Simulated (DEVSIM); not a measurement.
Structure: isotype n-n heterojunction Al0.15Ga0.85As/GaAs, at 300 K.

Layer 1 from the left is Al0.15Ga0.85As, thickness (μm) 0.940, Nd (cm⁻³) 4.8e16, τn (s) 4.7e-10, τp (s) 4.7e-10. Layer 2 from the left is GaAs, thickness (μm) 0.130, Nd (cm⁻³) 2e15, τn (s) 4.7e-10, τp (s) 4.7e-10.

Left contact: ohmic. Right contact: ohmic. Voltage is applied to the left contact. Recombination: SRH at mid-gap, Auger. Mobility is constant in doping.

Constants are typed, rounded textbook-type inputs, not results; the design itself was drawn at random and stands for no fabricated device. Values at 300 K.

Al0.15Ga0.85As: gap (eV) 1.611, affinity (eV) 3.9515, permittivity 12.47, Nc (cm⁻³) 5.6e17, Nv (cm⁻³) 9e18, μn (cm²/Vs) 5695, μp (cm²/Vs) 282, Cn (cm⁶/s) 1e-30, Cp (cm⁶/s) 1e-30. GaAs: gap (eV) 1.424, affinity (eV) 4.07, permittivity 12.9, Nc (cm⁻³) 4.7e17, Nv (cm⁻³) 9e18, μn (cm²/Vs) 8500, μp (cm²/Vs) 400, Cn (cm⁶/s) 1e-30, Cp (cm⁶/s) 1e-30.

Model (solved in DEVSIM): 1D drift-diffusion, Boltzmann statistics, complete ionisation; no tunnelling, impact ionisation, image-force lowering or self-heating. Band offsets follow the typed affinities; no thermionic-emission limit at abrupt steps, no polarisation charge.

What does the simulation give for the potential step across the device at zero bias?

potential step across the device at zero bias 0.196 V.
